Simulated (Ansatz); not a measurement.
Crystal: Bi₂Te₃ (R-3m, 5 atoms a cell, 33.7 Å³ an atom, 2 GPa at this level); planes in its conventional cell.

These are r2SCAN (plane waves, PAW; Ansatz, a first-principles code) values and carry that method's errors.

No gap correction and no spin-orbit coupling; mid-gap values are interpolated between computed energies.

| plane | area of the cell (Å²) | mid-gap κ (1/Å) | largest κ in the gap (1/Å) |
|---|---|---|---|
| (001) | 16.7 | 0.08 | 0.08 |
| (110) | 76.8 | ___ | ___ |
| (101) | 44.6 | ___ | ___ |

Problem. The slowest decay depends on the direction. Supply the withheld values.

Solution. 
- (110), mid-gap κ (1/Å): 0.04
- (110), largest κ in the gap (1/Å): 0.04
- (101), mid-gap κ (1/Å): 0.04
- (101), largest κ in the gap (1/Å): 0.04
